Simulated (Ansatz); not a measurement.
**InSb: response to strain**

Base system: InSb (space group Cmcm, No. 63; a cell from a computed database, its experimental status unchecked).

```xyz
12
Lattice="3.0046 -3.1227 0.0000 3.0046 3.1227 0.0000 0.0000 0.0000 17.3088" Properties=species:S:1:pos:R:3 pbc="T T T"
In     3.0046     2.7377     4.3272
In     3.0046    -2.7377    12.9816
In     3.0046     0.6681     7.1499
In     3.0046    -0.6681    10.1589
In     3.0046    -0.6681    15.8043
In     3.0046     0.6681     1.5045
Sb     3.0046    -0.3696     4.3272
Sb     3.0046     0.3696    12.9816
Sb     3.0046    -2.4566     7.3348
Sb     3.0046     2.4566     9.9740
Sb     3.0046     2.4566    15.9891
Sb     3.0046    -2.4566     1.3196
```

Cartesian axes are those of the cell as printed.

Strains are applied to the cell and any free atomic positions relax; under biaxial strain the out-of-plane vector relaxes too.

Method: Ansatz (a quantum-chemistry and plane-wave program) PBEsol, scalar-relativistic without spin-orbit coupling.

Notes on the quantities. pressure: mean of the normal stresses, compression positive.

```tsv
change	pressure	shortest interatomic distance
base	0.0 GPa	2.956 Å
biaxial strain +1.07 %, plane normal [001], relaxed out of plane	___	2.969 Å
biaxial strain +1.21 %, plane normal [001], relaxed out of plane	___	___
uniaxial strain ε_yy = −2.96 %	___	2.947 Å
```

Problem. What belongs in the blanks?

Solution. 
- biaxial strain +1.07 %, plane normal [001], relaxed out of plane, pressure: -0.7 GPa
- biaxial strain +1.21 %, plane normal [001], relaxed out of plane, pressure: -0.8 GPa
- biaxial strain +1.21 %, plane normal [001], relaxed out of plane, shortest interatomic distance: 2.971 Å
- uniaxial strain ε_yy = −2.96 %, pressure: 1.8 GPa

Without a gap, meshes like the base's 9×9×3 leave anisotropic stresses uncertain by several tenths of a GPa, and small strain energies with them. Stability against distortions was not tested. The final runs are not spin-polarised. This is not the structure that InSb has at room temperature and ambient pressure.
